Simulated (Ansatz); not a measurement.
**SiS2 in the 2H-MoS2 type structure (space group P6_3/mmc, No. 194; a hypothetical phase, not in the database extracts checked; layered, stacked along the Cartesian z axis)**

```xyz
6
Lattice="3.1791 0.0000 0.0000 -1.5896 2.7532 0.0000 0.0000 0.0000 11.3163" Properties=species:S:1:pos:R:3 pbc="T T T"
Si     0.0000     1.8355     2.8291
Si     1.5896     0.9177     8.4872
S      0.0000     1.8355     7.0337
S      1.5896     0.9177     1.3755
S      1.5896     0.9177     4.2826
S      0.0000     1.8355     9.9407
```

The values are results of Ansatz (an electronic-structure program) PBEsol-D3(BJ), no spin-orbit coupling, earlier PAW set, not measurements. k-mesh 17×17×4 (Γ-centred); smearing 0.05 eV (Fermi–Dirac).

The volume per atom is 16.51 Å³ and the density comes out as 3.09 g/cm³. The band gap is zero. The total energy is -797.569 eV/atom (σ→0; compares only within this code and set-up).

Stability against distortions was not tested. The final runs are not spin-polarised. A zero or small gap of SiS2 can be the functional's error rather than a property of the material.
